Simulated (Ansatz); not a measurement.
## SiC, pressure series

Take SiC (space group P6_3mc, No. 186) as the base.

```xyz
8
Lattice="3.0585 0.0000 0.0000 -1.5292 2.6487 0.0000 0.0000 0.0000 10.0120" Properties=species:S:1:pos:R:3 pbc="T T T"
Si     0.0000     0.0000     5.0091
Si     0.0000     0.0000     0.0031
Si     0.0000     1.7658     2.5055
Si     1.5292     0.8829     7.5115
C      0.0000     0.0000     3.1323
C      0.0000     0.0000     8.1383
C      0.0000     1.7658     0.6229
C      1.5292     0.8829     5.6289
```

Cell and atoms are relaxed at each pressure.

Level of theory: LDA in Ansatz (plane waves to 420 eV, PAW, scalar-relativistic without spin-orbit coupling).

| P (GPa) | V (Å³/atom) |
|---|---|
| -2.00 | 10.228 |
| -1.00 | 10.183 |
| 0.89 | 10.099 |
| 2.10 | 10.048 |
| 4.50 | 9.949 |
| 9.00 | 9.775 |
| 15.00 | 9.564 |
| 30.00 | 9.115 |

A third-order Birch–Murnaghan fit to these points gives V₀ = 10.14 Å³/atom, B₀ = 230 GPa and B₀′ = 3.8. At pressure 30 GPa the volume is 89.9 % of V₀.

Load acts through the strain it causes; cell and atoms are relaxed under it. Whether these cells are dynamically stable was not tested. Competing high-pressure phases were not computed.

Ansatz is a program for electronic structure.
